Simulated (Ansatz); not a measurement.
Take MnTlI$_{3}$ in the cubic perovskite structure (space group Pm-3m, No. 221; a = 5.7586 Å; ferromagnetic; a hypothetical phase, not in the database extracts checked) as the base. Axes: x, y, z lie along the cube axes.

Calculations: PBE (Ansatz, a program for electronic structure, PAW, no SOC).

Before the change:

| Property | Value |
|---|---|
| Smallest direct gap | 0.93 eV |
| Band gap | 0.15 eV |

Modification: tensor shear ε_yz = −0.79 % (engineering shear γ = -0.0158); the atoms relax in the strained cell.

Question: Estimate the effect on the stress, smallest direct gap, band gap and energy relative to the base.

Answer: The stress (xx, yy, zz, yz, xz, xy; compression positive) is (0.0, 0.0, 0.0, 0.2, 0.0, 0.0) GPa; the smallest direct gap remains 0.93 eV; the band gap remains 0.15 eV; the energy is nearly the same.

Other magnetic orders, which the real material may have, were not ruled out. Spin-orbit coupling, missing from the scalar runs, can matter with I and Tl. No phonon test of stability was made. Many cubic perovskites are stable only at high temperature; tilts and polar distortions were not tested. A zero or small gap of MnTlI3 can be the functional's error rather than a property of the material.
